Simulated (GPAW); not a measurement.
Input and output of a self-consistent single point for LiCuS2 (Pnnm, 8 atoms in the cell) (GPAW).

Method of the run: LDA (Perdew-Wang 92), GPAW PAW datasets LDA (gpaw-data 1.0.1) (plane waves; GPAW).

```
LiCuS2
1.0
    5.96554     0.00000     0.00000
    0.00000     6.65461     0.00000
    0.00000     0.00000     3.37499
Li Cu S
2 2 4
Direct
  0.00000   0.50000   0.50000
  0.50000   0.00000   0.00000
  0.00000   0.00000   0.00000
  0.50000   0.50000   0.50000
  0.18406   0.85406   0.50000
  0.81594   0.14594   0.50000
  0.68406   0.64594   0.00000
  0.31594   0.35406   0.00000
```

Reference input (self-consistent single point, DFT PBEsol, plane waves, GPAW PAW datasets PBEsol (made by gpaw-setup)): mode = pw; ecut = 800 eV; xc = PBEsol; kpts = 3 3 5; mesh shift (steps) = 0 0 0; occupations.name = fixed-uniform; nbands = -6; convergence.density = 1e-05 e/electron; convergence.energy = 1e-05 eV/electron; convergence.bands = -4; symmetry.symmorphic = false; symmetry.tolerance = 0.0005. This run's input differs from it in these lines:

```diff
@@ -19,3 +19,3 @@
 calc = GPAW(mode=PW(800),
-            xc='PBEsol',
+            xc='LDA',
             kpts=(3, 3, 5),
```

Its files differ too (potentials: GPAW PAW datasets LDA (gpaw-data 1.0.1)).

Log, with long lists cut:

```
     iter     time        total  log10-change:
                         energy   eigst   dens
iter:   1 --:--:--   -43.446280   +0.66
iter:   2 --:--:--   -39.808824   -0.65  -1.13
iter:   3 --:--:--   -36.835121   -0.27  -1.22
iter:   4 --:--:--   -36.970874   -2.09  -1.36
iter:   5 --:--:--   -36.999051   -1.89  -1.40
   [... 4 lines left out ...]
iter:  10 --:--:--   -36.611824   -3.26  -2.99
iter:  11 --:--:--   -36.612066   -4.22  -3.12
iter:  12 --:--:--   -36.611575   -4.46  -3.34
iter:  13 --:--:--   -36.611633   -6.16  -3.67
iter:  14 --:--:--   -36.611647c  -6.35  -3.59
iter:  15 --:--:--   -36.611543c  -4.86  -3.56
iter:  16 --:--:--   -36.611564c  -5.64  -3.80
iter:  17 --:--:--   -36.611547c  -6.19  -3.80
iter:  18 --:--:--   -36.611545c  -5.92  -3.88
iter:  19 --:--:--   -36.611546c  -7.05  -4.03
iter:  20 --:--:--   -36.611546c  -7.39  -4.12
iter:  21 --:--:--   -36.611545c  -6.86  -4.18
iter:  22 --:--:--   -36.611545c  -7.29  -4.28
iter:  23 --:--:--   -36.611545c  -7.63c -4.29
iter:  24 --:--:--   -36.611545c  -7.52c -4.36
iter:  25 --:--:--   -36.611544c  -7.76c -4.41
iter:  26 --:--:--   -36.611544c  -6.97  -4.44
iter:  27 --:--:--   -36.611544c  -7.12  -4.73
iter:  28 --:--:--   -36.611544c  -8.79c -5.25c
Converged after 28 iterations.

Dipole moment: (0.000000, -0.000000, -0.000000) |e|*Ang

Energy contributions relative to reference atoms: (reference = -133599.747460)

Kinetic:         -9.984223
Potential:       +1.519770
External:        +0.000000
XC:             -28.761657
Entropy (-ST):   +0.000000
Local:           +0.614565
SIC:             +0.000000
--------------------------
Free energy:    -36.611544
Extrapolated:   -36.611544

Showing only first 2 kpts
 Kpt  Band  Eigenvalues  Occupancy
  0    22      3.85645    2.00000
  0    23      3.86800    2.00000
  0    24      5.31242    0.00000
  0    25      5.40760    0.00000

  1    22      3.23498    2.00000
  1    23      3.56650    2.00000
  1    24      4.55301    0.00000
  1    25      4.59314    0.00000

Fermi level: 4.12539

Gap: 0.515 eV
Transition (v -> c):
   [... lines left out ...]
Direct gap: 0.943 eV
   [... lines left out ...]
  2 Cu    0.00000    0.00000    0.00000
  3 Cu    0.00000    0.00000    0.00000
  4 S    -0.26112    0.17203    0.00000
  5 S     0.26112   -0.17203    0.00000
  6 S    -0.26112   -0.17203    0.00000
  7 S     0.26112    0.17203    0.00000

Stress tensor:
     0.031953     0.000000     0.000000
     0.000000     0.029257     0.000000
     0.000000     0.000000     0.032442
Stress (GPa, Voigt): [5.1195 4.6875 5.1978 0.     0.     0.    ]
```

The run converged in 28 iterations. GPAW prints stress with tension positive. Against the reference run the pressure goes from -2.45 to -5.00 GPa, the largest force goes from 0.109 to 0.313 eV/Å and the gap on the mesh goes from 0.543 to 0.515 eV.

The starting cell comes from a database of computed structures (which also holds hypothetical and non-ambient phases and stackings), without a prior relaxation at this level. With a pressure of about -5 GPa the cell is away from its equilibrium volume at this level.

Cost on one core of a shared machine: roughly 50 s.
